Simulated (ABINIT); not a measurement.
Band structure of LiAsF6 (R-3, 8 atoms in the cell).

```
CELL_PARAMETERS angstrom
      2.47442     1.42860     4.37938
     -2.47442     1.42860     4.37938
      0.00000    -2.85721     4.37938
ATOMIC_POSITIONS crystal
  Li 0.50000 0.50000 0.50000
  As 0.00000 0.00000 0.00000
  F  0.88810 0.64998 0.22923
  F  0.11190 0.35002 0.77077
  F  0.22923 0.88810 0.64998
  F  0.77077 0.11190 0.35002
  F  0.64998 0.22923 0.88810
  F  0.35002 0.77077 0.11190
```

Method of the run: PBEsol, norm-conserving pseudopotentials (PseudoDojo nc-sr-04 PBEsol standard) (plane waves; ABINIT).

Settings: pseudos = [Li.upf, As.upf, F.upf]; ecut = 42 Ha; ixc = -116133; occopt = 1; ngkpt = 4 4 4; nshiftk = 1; shiftk = 0 0 0; potentials = PseudoDojo nc-sr-04 PBEsol standard; kptopt = 1; nstep = 50; tolvrs1 = 1e-12; diemac = 4; ndtset = 2.

The starting cell comes from a database of computed structures (which also holds hypothetical and non-ambient phases and stackings), without a prior relaxation at this level. Its lattice was rescaled by a random factor within 2.5 % of one.

**Question.** Predict the gap along the standard path and the places of the band edges.

**Answer.** The gap along the path is 5.19 eV, direct at Γ to within 0.01 eV.

Levels in eV from the top of the valence band on the SCF mesh, bands 27 to 34:
```
point     27     28     29     30    31     32     33     34
-----  -----  -----  -----  -----  ----  -----  -----  -----
Γ      -0.37  -0.37  -0.01  -0.01  5.19  11.17  11.18  11.49
L      -0.41  -0.15  -0.08  -0.03  5.76  10.79  11.71  12.01
B1     -0.63  -0.12  -0.10  -0.06  5.99  11.19  11.35  11.54
```
